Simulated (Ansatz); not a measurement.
Response to strain in C

Take C in the diamond structure (space group Fd-3m, No. 227; a = 3.532 Å) as the base. Axes: x, y, z lie along the cube axes.

Strains are applied to the cell and any free atomic positions relax.

The values are results of LDA (Ansatz, a quantum-chemistry and plane-wave program), scalar-relativistic without spin-orbit coupling, not measurements.

Notes on the quantities. energy relative to the base: free energy F.

```tsv
variant	smallest direct gap	band gap	energy relative to the base	shortest interatomic distance
base	5.62 eV	4.17 eV	0 meV/atom	1.529 Å
uniaxial strain ε_zz = −3.00 %	5.16 eV	3.44 eV	+18 meV/atom	1.514 Å
uniaxial strain ε_zz = −2.50 %	5.23 eV	3.57 eV	+12 meV/atom	1.517 Å
uniaxial strain ε_zz = −1.50 %	5.39 eV	3.81 eV	+4.4 meV/atom	1.522 Å
uniaxial strain ε_zz = −1.00 %	5.47 eV	3.93 eV	+1.9 meV/atom	1.524 Å
uniaxial strain ε_zz = −0.50 %	5.55 eV	4.05 eV	+0.5 meV/atom	1.527 Å
uniaxial strain ε_zz = +0.50 %	5.56 eV	4.10 eV	+0.5 meV/atom	1.532 Å
uniaxial strain ε_zz = +1.50 %	5.45 eV	3.95 eV	+4.3 meV/atom	1.537 Å
uniaxial strain ε_zz = +2.50 %	5.33 eV	3.80 eV	+12 meV/atom	1.542 Å
uniaxial strain ε_zz = +3.00 %	(withheld)	(withheld)	(withheld)	(withheld)
```

Problem. Fill in the withheld entries from the trend.

Solution. 
- uniaxial strain ε_zz = +3.00 %, smallest direct gap: 5.27 eV
- uniaxial strain ε_zz = +3.00 %, band gap: 3.72 eV
- uniaxial strain ε_zz = +3.00 %, energy relative to the base: +17 meV/atom
- uniaxial strain ε_zz = +3.00 %, shortest interatomic distance: 1.545 Å

No phonon test of stability was made.
